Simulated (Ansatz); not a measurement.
# Cu3N under a change: isotropic strain +3.00 %

Start from Cu3N (space group Pm-3m, No. 221; a = 3.765 Å).

One thing is altered: an isotropic linear strain of +3.00 %; the atoms relax in the strained cell.

Level of theory: Kohn–Sham DFT with the PBEsol functional, run in Ansatz (a first-principles code) with PAW and 420 eV plane waves, no spin-orbit coupling. Γ-centred 12×12×12 mesh, Fermi–Dirac width 0.05 eV.

| quantity | base | changed | shift |
|---|---|---|---|
| space group | Pm-3m (No. 221) | Pm-3m (No. 221) | – |
| energy relative to the base (free energy F) | 0 meV/atom | +41 meV/atom | +41 meV/atom |
| pressure | 0.0 GPa | -9.7 GPa | -9.7 GPa |
| band gap | zero | 0.30 eV | – |
| gap character | absent | indirect, R → M | – |
| smallest direct gap | 0.55 eV | 0.81 eV | +0.26 eV |
| hole mass (degenerate bands, along [100]) | – | 0.16, 0.16, 2.1 mₑ (at R) | – |
| valley order (the lowest conduction-band minima on the path, energy above the VBM, named in the base's zone) | M along ⟨110⟩ 0.02 eV; Γ 1.10 eV; X along ⟨100⟩ 1.64 eV | M along ⟨110⟩ 0.30 eV; Γ 0.85 eV; X along ⟨100⟩ 1.39 eV | – |

Final structure:

```
Cu3N
1.0
    3.87786     0.00000     0.00000
    0.00000     3.87786     0.00000
    0.00000     0.00000     3.87786
Cu N
3 1
Direct
  0.50000   0.00000   0.00000
  0.00000   0.50000   0.00000
  0.00000   0.00000   0.50000
  0.00000   0.00000   0.00000
```

Effective masses come from finite differences of ±0.01 Å⁻¹. No phonon test of stability was made. All final runs are without spin polarisation. Gaps under 0.05 eV, about the width of the smearing, are given as zero. The zero or small gap of Cu3N can change with the level of theory.
